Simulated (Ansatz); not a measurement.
The parent structure is Zr in the hcp (Mg type) structure (space group P6_3/mmc, No. 194; relaxed with 0.1 eV smearing).

```
CELL_PARAMETERS angstrom
      3.14377     0.00000     0.00000
     -1.57189     2.72259     0.00000
      0.00000     0.00000     5.09284
ATOMIC_POSITIONS crystal
  Zr 0.66667 0.33333 0.75000
  Zr 0.33333 0.66667 0.25000
```

Cartesian axes are those of the cell as printed.

Computed with LDA in Ansatz (plane waves to 420 eV, PAW, without spin-orbit coupling).

One thing is altered: uniaxial strain ε_xx = −0.50 %, all other strain components held at zero, atoms relaxed at fixed cell.

What happens to the energy relative to the base and largest internal atomic displacement?

The energy hardly moves; the largest internal atomic displacement comes out as 0.011 Å.

Stability against distortions was not tested. The final runs are not spin-polarised.

Ansatz is a program for electronic structure.
